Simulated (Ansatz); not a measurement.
**Hypothetical zinc blende SnSe, response to strain**

The reference is SnSe in the zinc blende structure (space group F-43m, No. 216; a = 6.650 Å; a hypothetical phase, not in the database extracts checked; relaxed with 0.1 eV smearing). Axes: x, y, z lie along the cube axes.

Strains are applied to the cell and any free atomic positions relax.

Levels (all Ansatz, a program for electronic structure, PAW): PBEsol (420 eV, no spin-orbit coupling); r2SCAN (500 eV, no spin-orbit coupling).

Pressures by level, all at the geometries relaxed with PBEsol:

| case | PBEsol | r2SCAN |
|---|---|---|
| base | 0.0 GPa | 1.1 GPa |
| isotropic strain +5.24 % | -3.8 GPa | -3.2 GPa |
| uniaxial strain ε_xx = +0.45 % | -0.1 GPa | 0.9 GPa |
| uniaxial strain ε_yy = −1.41 % | 0.5 GPa | 1.6 GPa |

Single points use the geometry relaxed with PBEsol. Their cutoffs differ, which shifts pressures a little. Whether these cells are dynamically stable was not tested. The final runs are not spin-polarised.
